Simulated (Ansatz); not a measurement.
Consider the following.

End structure of a constructed model of the (111) surface of fcc Ni, ferromagnetic, a layer of Cu in place of the third plane (bottom of the slab: a bare face, its two planes held):

```
CELL_PARAMETERS angstrom
      2.48857     0.00000     0.00000
     -1.24429     2.15517     0.00000
      0.00000     0.00000    26.50000
ATOMIC_POSITIONS crystal
  Ni 0.33333 0.66667 0.30650
  Ni 0.66667 0.33333 0.38317
  Ni 0.00000 0.00000 0.45948
  Cu 0.33333 0.66667 0.53843
  Ni 0.66667 0.33333 0.61765
  Ni 0.00000 0.00000 0.69303
```

Set-up: 6 atoms, 10.3 Å thick at the start (thin: gaps and levels are the slab's own); mesh 17x17x1; 0.1 eV smearing; dipole correction on; 2 atoms held, the rest relaxed; held to the start's symmetry, so lower structures may exist; spin-polarised, ending with about 3.0 μB a cell; orders that need a larger cell were not tried, no spin-orbit, no U. In PBE it lies 0.02 eV a 1x1 cell over the lowest computed structure of the same composition (a layer of Cu in place of the second plane).

Q: Give the work function of the top face at the level PBE in Ansatz (a quantum-chemistry and plane-wave program).

A: 5.09 eV
